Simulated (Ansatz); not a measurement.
## Effect of Ti → Hf on TiB2

Start from TiB2 (space group P6/mmm, No. 191; a = 3.0318 Å, c = 3.2243 Å).

Perturbation: every Ti is replaced by Hf; the structure is relaxed again.

All numbers come from Kohn–Sham DFT with the PBE functional, run in Ansatz (an electronic-structure program) with PAW and 420 eV plane waves, scalar-relativistic without spin-orbit coupling, earlier PAW set. Γ-centred 17×17×13 mesh, Fermi–Dirac width 0.05 eV, for the changed cell.

```yaml
volume_per_atom: 9.96 Å³ (base 8.56 Å³)
density: 11.12 g/cm³ (base 4.50 g/cm³)
lattice_parameter_a: 3.146 Å (base 3.032 Å)
c/a ratio: 1.108 (base 1.063)
space_group: P6/mmm (No. 191) (base P6/mmm (No. 191))
shortest_interatomic_distance: 1.816 Å (base 1.750 Å)
band_gap: zero (base zero)
```

Final structure:

```yaml
crystal:
  lattice:
    - [3.14561, 0.00000, 0.00000]
    - [-1.57281, 2.72418, 0.00000]
    - [0.00000, 0.00000, 3.48600]
  atoms:
    - { symbol: Hf, position: [0.00000, 0.00000, 0.00000] }
    - { symbol: B, position: [0.33333, 0.66667, 0.50000] }
    - { symbol: B, position: [0.66667, 0.33333, 0.50000] }
```

Cost of the whole job for the changed cell (relaxation, final SCF and bands): very roughly 70 core-seconds.

Stability against distortions was not tested. The final runs are not spin-polarised.
